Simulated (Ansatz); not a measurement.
## What isotropic strain +5.07 % does to TaC

Base system: TaC in the rock salt structure (space group Fm-3m, No. 225; a = 4.476 Å; relaxed with 0.1 eV smearing).

The change: the cell is scaled by 1.0507 in all directions, atoms relaxed at fixed cell.

Method: PBE, PAW, 420 eV (Ansatz, a program for electronic structure; no spin-orbit coupling), earlier PAW set. k-mesh 22×22×22 (Γ-centred); smearing 0.1 eV (Fermi–Dirac).

| quantity | base | changed | shift |
|---|---|---|---|
| shortest interatomic distance | 4.229 bohr | 4.444 bohr | +0.2144 bohr |
| energy relative to the base (free energy F) | 0 meV/atom | +0.224 eV/atom | +0.224 eV/atom |
| pressure | 0.0 GPa | -35.1 GPa | -35.1 GPa |
| band gap | zero | zero | – |

Final structure:

```
TaC
1.0
    0.00000     2.35145     2.35145
    2.35145     0.00000     2.35145
    2.35145     2.35145     0.00000
C Ta
1 1
Direct
  0.00000   0.00000   0.00000
  0.50000   0.50000   0.50000
```

Cost of the whole job for the changed cell (relaxation, final SCF and bands): about 20 core-seconds (a rough figure).

Whether these cells are dynamically stable was not tested. All final runs are without spin polarisation. An odd electron count without spin: TaC.
